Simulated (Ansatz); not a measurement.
The reference is MoS2 (space group P6_3/mmc, No. 194; a = 3.109 Å, c = 11.709 Å; layered, stacked along the Cartesian z axis). Axes: x lies along a and z along c of the hexagonal cell.

Computed with PBEsol-D3(BJ) in Ansatz (plane waves to 420 eV, PAW, scalar-relativistic without spin-orbit coupling).

Now apply this change: tensor shear ε_xz = +1.00 % (engineering shear γ = 0.0200), atoms relaxed at fixed cell.

Question: Predict the stress tensor and what it implies for the stiffness.

Answer: Stress of the strained cell less that of the base (GPa, compression positive):
```
   0.01    0.00   -0.65
   0.00    0.04    0.00
  -0.65    0.00    0.06
```

Then −Δσ/γ with γ = 2ε = 0.0200 gives relaxed-ion elastic constants: C55 ≈ 33 GPa.

Whether these cells are dynamically stable was not tested.

Ansatz is a program for electronic structure.
